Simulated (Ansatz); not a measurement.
NiAuSn₂ (P-3m1), PBEsol, DFPT electron-phonon coupling, linearised Boltzmann equation run with Ansatz (a quantum-chemistry and plane-wave program). Phonon-limited resistivity 8.51 μΩ·cm at 300 K along y (a = (4.10, 0.00, 0.00) Å; b = (-2.05, 3.55, 0.00) Å; c = (0.00, 0.00, 5.27) Å), 11.2 μΩ·cm at 400 K, current-weighted mean free path 12.1 nm, Drude plasma energy 7.04 eV.

**Question.** What is the classical skin depth at 10 GHz (nonmagnetic, μ₀ = 1.257×10⁻⁶ H/m)?

**Answer.** δ = √(ρ/(π f μ₀)) = 1470 nm.

**Question.** What temperature coefficient of resistance follows, and how does it compare with 1/T?

**Answer.** (ρ₄₀₀ − ρ₃₀₀)/(100 K × ρ₃₀₀) = 3.16×10⁻³ K⁻¹, against 1/T = 3.33×10⁻³ K⁻¹ for a resistivity proportional to T. Impurities would add a constant and lower it.

**Question.** What Drude relaxation time do resistivity and plasma energy imply?

**Answer.** ω_p = 1.07e16 s⁻¹, so τ = 1/(ε₀ ω_p² ρ) = 11.6 fs, a damping ħ/τ of 56.7 meV.

A metal at this level (no band gap). Only scattering by harmonic phonons is included (no impurities, grain boundaries, electron-electron scattering or thermal expansion). Spin-orbit coupling is left out, which matters with elements this heavy. The run warned that the eigensolver left some states short of its tolerance. Halving the electron mesh (24x24x16) moves the resistivity by up to 4 % at 300 K, the mean free path by up to 3 %. Smearing 0.20 eV; phonons on a 4x4x3 q mesh, which this run doesn't test.

Computed structure with no diffraction record at hand here (it may be known, metastable or hypothetical): NiAuSn2 (P-3m1). Treated as nonmagnetic (a ferromagnetic start lost its moment, other orders weren't tried): NiAuSn2 (P-3m1).
